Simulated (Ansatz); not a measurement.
Take SiO2 in the CdI2 type structure (space group P-3m1, No. 164; a = 2.670 Å, c = 4.509 Å; a hypothetical phase, not in the database extracts checked; layered, stacked along the Cartesian z axis) as the base. Axes: x lies along a and z along c of the hexagonal cell.

The change: uniaxial strain ε_xx = −2.07 %, all other strain components held at zero, atoms relaxed at fixed cell.

Levels (all Ansatz, a quantum-chemistry and plane-wave program, PAW): PBEsol-D3(BJ) (420 eV, scalar-relativistic without spin-orbit coupling); r2SCAN (500 eV, no SOC); HSE06 (420 eV, spin-orbit coupling left out).

At the geometry relaxed with PBEsol-D3(BJ), these levels gave the following band gaps, in shuffled order: (a) 6.62 eV, (b) 8.72 eV, (c) 7.58 eV.

**Question.** Match each gap to its level.

**Answer.** (a) PBEsol-D3(BJ); (b) HSE06; (c) r2SCAN.

Single points use the geometry relaxed with PBEsol-D3(BJ). HSE06 was sampled on its mesh, a few special points and the semilocal edge points, so its gap is an upper bound. Whether these cells are dynamically stable was not tested.
